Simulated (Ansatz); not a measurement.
Ag under load (space group I4/mmm), PBEsol, DFPT electron-phonon coupling, linearised Boltzmann equation (Ansatz, an electronic-structure program). Condition of this run: biaxial stress xx = yy = 3 GPa (compression positive) (the target of the relaxation). Phonon-limited resistivity 1.57 μΩ·cm at 300 K, 2.11 μΩ·cm at 400 K, current-weighted mean free path 55 nm, Drude plasma energy 9.24 eV.

### Question
What Drude relaxation time do resistivity and plasma energy imply?

### Answer
ω_p = 1.40e16 s⁻¹, so τ = 1/(ε₀ ω_p² ρ) = 36.5 fs, a damping ħ/τ of 18.0 meV.

### Question
What is the classical skin depth at 10 GHz (nonmagnetic, μ₀ = 1.257×10⁻⁶ H/m)?

### Answer
δ = √(ρ/(π f μ₀)) = 631 nm.

### Question
Estimate the electronic thermal conductivity at 300 K by the Wiedemann-Franz law (L₀ = 2.44×10⁻⁸ W·Ω/K²).

### Answer
L₀T/ρ = 2.44×10⁻⁸ × 300/(1.57×10⁻⁸) = 466 W/(m·K). Inelastic scattering puts the true Lorenz number somewhat under L₀ near and below the Debye temperature.

A metal at this level (no band gap). Only scattering by harmonic phonons is included (no impurities, grain boundaries, electron-electron scattering or thermal expansion). Spin-orbit coupling is left out. Halving the electron mesh (36x36x36) moves the resistivity by up to 2 % at 300 K, the mean free path by up to 1 %. Smearing 0.20 eV; phonons on a 6x6x6 q mesh, which this run doesn't test.
